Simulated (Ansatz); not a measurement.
For SnO (model structure, started from the zincblende type, F-43m, No. 216, 2 atoms in the cell), PBE (PAW; Ansatz, a first-principles code) gives:

```
Item                           Result
---------------------  --------------
lattice parameter a           5.477 Å
enthalpy of formation  -0.821 eV/atom
```

Task: What does r²SCAN (Ansatz, PAW) give for the same quantities?

Result: 
- lattice constant a: 5.409 Å (shrinks by 1.2 %)
- formation enthalpy: -0.785 eV/atom (moves by +0.036 eV/atom)

Changes are worked out from the printed values.

Unless a cell is named, each level is at its own relaxed cell (PBE 20.54, r²SCAN 19.78 Å³/atom).

Levels without +SOC leave out spin–orbit coupling, which shifts energies and cells of such heavy elements.

Ansatz's density-functional and Hartree–Fock values are scalar-relativistic unless marked +SOC, with PAW data made under PBE.

A model structure was made by putting elements into a prototype or built by hand; it is no filed structure, need not be a known phase, and can be a saddle point held by its symmetry.
